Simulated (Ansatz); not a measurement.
Output of an Ansatz run (abridged):

```
WARN ansatz: RAYON_NUM_THREADS=1 ignored (pool sized by the plan → 1); use --threads N
Pseudopotentials: kind: paw
Pseudopotential: Ba, paw, valence charge 10
Pseudopotential: S, paw, valence charge 6
Crystal: 2 atoms, lattice volume = 65.818 Å³
Basis set: ecut = 420 eV, 1243 PW (Γ), exchange–correlation on 64×64×64 points (8 copies of the dense FFT grid, shifted against one another)
Bands: 12, of which v1, the nominal top of the filled ones, is band 8 counted from 1 (7 counted from 0)
Symmetry: 48 space group operations
Space group: Fm-3m (ITA 225), of the structure as read, at distance tolerance 4.0e-5 Å
k-points: 20 of 343
PAW frozen core: Ba, regenerated for the run's functional, and the local potential with it
PAW frozen core: S, regenerated for the run's functional, and the local potential with it
Initial density: superposition of atomic densities (neutral atoms: chi_scale 0, normalization atom), corrected by the library's trained network
Initial wavefunctions: pseudopotential atomic-orbital guess
Eigensolver: davidson
Functional: x = pbesol(κ = 0.804, μ = 0.12345679012345678), c = pbesol(β = 0.046)
SCF iter   1: F=—  HF=-6751.794727 eV  |F-HF|=—  |Δ(HF+E_count)|=         —  Δρ=4.41e-3  dr2=2.84e-2  ethr=1.77e-3  ⟨swp⟩=9.9  Hψ=2063  notcnv=0
all-band conjugate gradients solve this SCF's bands
preconditioner: auto → none
SCF iter   2: F=—  HF=-6751.787088 eV  |F-HF|=—  |Δ(HF+E_count)|=   7.64e-3  Δρ=1.77e-3  dr2=2.96e-3  ethr=1.77e-4  ⟨swp⟩=3.0  Hψ=631  notcnv=0
SCF iter   3: F=—  HF=-6751.786201 eV  |F-HF|=—  |Δ(HF+E_count)|=   8.87e-4  Δρ=5.53e-4  dr2=1.74e-4  ethr=1.85e-5  ⟨swp⟩=2.8  Hψ=413  notcnv=0
SCF iter   4: F=—  HF=-6751.786213 eV  |F-HF|=—  |Δ(HF+E_count)|=   1.16e-5  Δρ=7.41e-5  dr2=3.06e-6  ethr=1.09e-6  ⟨swp⟩=2.1  Hψ=375  notcnv=0
SCF iter   5: F=—  HF=-6751.786204 eV  |F-HF|=—  |Δ(HF+E_count)|=   8.65e-6  Δρ=2.58e-5  dr2=8.49e-7  ethr=1.92e-8  ⟨swp⟩=2.4  Hψ=348  notcnv=0
SCF iter   6: F=-6751.786204 eV  HF=-6751.786204 eV  |F-HF|=4.05e-8  |Δ(HF+E_count)|=   2.42e-7  Δρ=6.58e-6  dr2=5.71e-8  ethr=6.25e-10  ⟨swp⟩=3.5  Hψ=944  notcnv=0
SCF 1 converged in 6 iterations: F = -6751.786204 eV  dr2 = 5.71e-8
SCF converged after 6 iterations
Free energy (F): -6751.786204 eV
Harris-Foulkes:  -6751.786204 eV  (|F-HF|=4.05e-8)
Internal energy: -6751.786204 eV  (E = F + TS)
E sigma→0 (E₀):  -6751.786204 eV
Fermi energy:    6.652078 eV
--- Per-component energies (eV) ---
  E_band       = -54.250390
  E_kinetic    = 275.476336
  E_local      = -406.281638  (includes V_loc(G=0)·N_el)
  E_nonlocal   = 86.621814
  E_hartree    = 127.888804
  E_xc         = -263.756559
  E_vxc        = -223.952269  (∫ρ·V_xc dr)
  E_paw        = -5724.585510  (= ΣΔE_a)
  E_vpaw       = -41.895713  (= ΣTr[D̂ρ^β])
  E_aug_tail   = -0.000000  (compensation charges beyond the density's cutoff)
  E_ewald      = -847.362833
  E_core_change = 0.213382  (= ΣΔE_core)
  E_smearing   = -0.000000  (= −TS)
  E_closure    = 0.000000  (closes the sum)
  Σ components = -6751.786204   (vs F -6751.786204, Δ=0.00e0)
--- Forces (eV/Å), atoms counted from 1 ---
  atom   1  Ba    -0.00000000     0.00000000     0.00000000
  atom   2  S      0.00000000    -0.00000000     0.00000000
  max |Σ_I F_I| component: 4.54e-30 eV/Å
--- Stress (GPa, compression-positive) ---
       -1.559946      -0.000000      -0.000000
       -0.000000      -1.559946      -0.000000
       -0.000000      -0.000000      -1.559946
  P = ⅓ Tr σ = -1.5599 GPa (-15.599 kbar)
  The stress holds the Pulay correction. Without it, at fixed plane waves, as pw.x and ABINIT print it: P = -1.5618 GPa
--- Band table (eV; the first three rows and the last of 20) ---
  k-point 0: bands = ["-20.3622", "-5.4075", "-5.4075", "-5.4075", "-4.6871", "5.5808", "5.5808", "5.5808", "9.0290", "9.4603", "9.4603", "9.4603"]
  k-point 1: bands = ["-20.3541", "-5.7804", "-5.4149", "-5.4149", "-4.2981", "5.0784", "5.3372", "5.3372", "9.4102", "9.7463", "9.7463", "9.8049"]
  k-point 2: bands = ["-20.3357", "-6.2462", "-5.4312", "-5.4312", "-3.7938", "4.2670", "4.8957", "4.8957", "9.7041", "10.5396", "10.5396", "11.1643"]
  k-point 19: bands = ["-20.3065", "-6.0483", "-5.7681", "-5.6223", "-4.0130", "4.4896", "5.0401", "5.1067", "9.4328", "10.3090", "11.9535", "12.5575"]
```

The structure:

```xyz
2
Lattice="0.0000 3.2046 3.2046 3.2046 0.0000 3.2046 3.2046 3.2046 0.0000" Properties=species:S:1:pos:R:3 pbc="T T T"
Ba     0.0000     0.0000     0.0000
S      3.2046     3.2046     3.2046
```

Task: Reconstruct the input of this run.

Result: Other spellings and defaults could give the same log, and not every line can be read from it. The input that was run (DFT, PBEsol, plane waves, default PAW files made with PBE):

Ansatz 0.2 input:
```yaml
crystal:
  lattice:
    - [0.000000, 3.204585, 3.204585]
    - [3.204585, 0.000000, 3.204585]
    - [3.204585, 3.204585, 0.000000]
  atoms:
    - { symbol: Ba, position: [0.000000, 0.000000, 0.000000] }
    - { symbol: S, position: [0.500000, 0.500000, 0.500000] }
basis:
  ecutwfc: 420.0 eV
kpoints:
  mp_grid:
    grid: [7, 7, 7]
hamiltonian:
  xc: pbesol
  pseudopotentials:
    kind: paw
scf:
  occupations:
    method: fermi_dirac
    width: 0.02 eV
output:
  forces: true
  eigenvalues: true
  stress: true
```

The starting cell has typed, rounded lattice constants, without a prior relaxation at this level. Its lattice was rescaled by up to half a per cent. Ansatz's pressure includes its estimate of the finite-basis (Pulay) stress. Another mesh or the band path of this cell gives a smaller gap, so this value is not converged in the mesh.

Ansatz is a quantum-chemistry and plane-wave program.
